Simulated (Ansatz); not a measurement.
The reference is CoSi2 (space group Fm-3m, No. 225; a = 5.3122 Å; non-magnetic). Axes: x, y, z lie along the cube axes.

Method: PBEsol, PAW, 420 eV (Ansatz, a first-principles code; no SOC).

For the base:

The pressure is 0.0 GPa.

The change: tensile biaxial strain of 0.74 % in the plane normal to [110], as in epitaxy on a mismatched substrate; the out-of-plane cell vector and the atoms relax.

### Question
What happens to the energy relative to the base and pressure?

### Answer
The energy increases by 1.3 meV/atom; the pressure (mean of the normal stresses, compression positive) goes from zero to -1.6 GPa.

A biaxial case was relaxed in a doubled cell and then solved in the primitive one. Without a gap, meshes like the base's 15×15×15 leave anisotropic stresses uncertain by several tenths of a GPa, and small strain energies with them. Whether these cells are dynamically stable was not tested. Seeded moments were not kept for the base. The final runs are not spin-polarised. An odd electron count without spin: CoSi2.
